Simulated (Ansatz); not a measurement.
Take CdS in the zinc blende structure (space group F-43m, No. 216; a = 5.878 Å) as the base. Axes: x, y, z lie along the cube axes.

The values are results of r2SCAN (Ansatz, a quantum-chemistry and plane-wave program), spin-orbit coupling left out, not measurements.

Strains are applied to the cell and any free atomic positions relax; under biaxial strain the out-of-plane vector relaxes too.

One change was made to it. Results:

```json
[
 {"quantity": "energy relative to the base (free energy F)", "base": "0 meV/atom", "after": "+2.8 meV/atom"},
 {"quantity": "band gap", "base": "1.54 eV", "after": "1.43 eV"}
]
```

Which of these changes matches the shifts?
A. biaxial strain +2.50 %, plane normal [001], relaxed out of plane
B. biaxial strain +2.00 %, plane normal [001], relaxed out of plane
C. biaxial strain +3.00 %, plane normal [001], relaxed out of plane

B, biaxial strain +2.00 %, plane normal [001], relaxed out of plane. For comparison, the energy relative to the base in the other runs: biaxial strain +2.50 %, plane normal [001], relaxed out of plane gives +4.3 meV/atom; biaxial strain +3.00 %, plane normal [001], relaxed out of plane gives +6.0 meV/atom.

Stability against distortions was not tested.
